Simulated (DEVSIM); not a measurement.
Structure: illuminated In0.53Ga0.47As p-on-n cell, one wavelength, at 300 K.

Layer 1 from the left is In0.53Ga0.47As, thickness (μm) 0.340, Na (cm⁻³) 8.4e17, τn (s) 7.8e-10, τp (s) 1.2e-9, absorption coefficient (cm⁻¹) 25000. Layer 2 from the left is In0.53Ga0.47As, thickness (μm) 3.50, Nd (cm⁻³) 2.5e15, τn (s) 1.2e-9, τp (s) 1.2e-9, absorption coefficient (cm⁻¹) 25000.

Left contact: ohmic, minority electron recombination velocity 400 cm/s. Right contact: ohmic, minority hole recombination velocity 60 cm/s. Voltage is applied to the left contact. Recombination: SRH at mid-gap, radiative, Auger. Light enters at the left, 8.1e16 photons cm⁻² s⁻¹, one pass, no reflection. Mobility is μmin + (μ − μmin)/(1 + (N/Nref)^α).

This is a model device: material constants are rounded textbook-type values typed into the input, and sizes, dopings and lifetimes were drawn at random. Values at 300 K.

In0.53Ga0.47As: gap (eV) 0.74, affinity (eV) 4.51, permittivity 13.9, Nc (cm⁻³) 2.1e17, Nv (cm⁻³) 7.7e18, μn (cm²/Vs) 12000, μp (cm²/Vs) 300, μn,min 300, μp,min 10, Nref,n 1.3e17, Nref,p 4.9e17, αn 0.48, αp 0.4, B (cm³/s) 9.6e-11, Cn (cm⁶/s) 5e-29, Cp (cm⁶/s) 5e-29.

Simulated with DEVSIM: 1D drift-diffusion, Boltzmann statistics, complete ionisation; no tunnelling, impact ionisation, image-force lowering or self-heating.

Task: What does the simulation give for the potential step across the device at zero bias, the dark forward voltage at 100 A/cm², the dark forward voltage at 1 A/cm²?

Result: potential step across the device at zero bias 0.568 V; dark forward voltage at 100 A/cm² 0.489 V; dark forward voltage at 1 A/cm² 0.317 V.
